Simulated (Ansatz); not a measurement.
The starting structures come from a database of crystals and need not be the phases stable at ambient conditions.

## Evanescent states of AuBr (I4_1/amd, not sure to be the ambient phase, 8 atoms a cell, 28.0 Å³ an atom) along the normal of (100)

Computed with r2SCAN (plane waves, PAW; Ansatz, a program for electronic structure).

The gap is the functional's own. No spin-orbit coupling. Mid-gap values are interpolated on the energy grid.

Energies count from the valence-band top; κ is the least over a 4×4 mesh across the current.

```tsv
E (eV)	κ (1/Å)	where
0.06	0.181	Γ
0.17	0.189	Γ
0.28	0.195	Γ
0.39	0.199	Γ
0.49	0.202	Γ
0.60	0.204	Γ
0.71	0.204	Γ
0.82	0.203	Γ
0.94	0.201	Γ
1.04	0.197	Γ
1.16	0.192	Γ
1.26	0.186	Γ
1.38	0.178	Γ
1.49	0.169	Γ
1.59	0.157	Γ
1.71	0.143	Γ
1.81	0.126	Γ
1.93	0.104	Γ
2.04	0.072	Γ
```

### Question
How thick must the barrier be to attenuate the transmission by 10^6 when the electrodes' Fermi level lies at 1.16 eV, and what attenuation does that film give at 0.49 eV?

### Answer
d = 6 ln 10 / (2 × 0.192) = 36.0 Å. At 0.49 eV it gives 6 × 0.202/0.192 = 6.3 decades.
